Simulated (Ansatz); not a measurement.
The reference is C in the diamond structure (space group Fd-3m, No. 227; a = 3.5603 Å). Axes: x, y, z lie along the cube axes.

Method: r2SCAN (Ansatz, an electronic-structure program; PAW; 500 eV plane waves; no spin-orbit coupling).

Base values:

| Item | Result |
|---|---|
| Band gap | 4.36 eV |
| Smallest direct gap | 5.90 eV |

Modification: compressive biaxial strain of 3.51 % in the plane normal to [001], as in epitaxy on a mismatched substrate; the out-of-plane cell vector and the atoms relax.

Predict the new band gap, smallest direct gap and energy relative to the base.

The band gap shrinks by 0.46 eV, from 4.36 eV to 3.90 eV; the smallest direct gap decreases by 0.251 eV, from 5.90 eV to 5.64 eV; the energy rises by 56 meV/atom.

Stability against distortions was not tested.
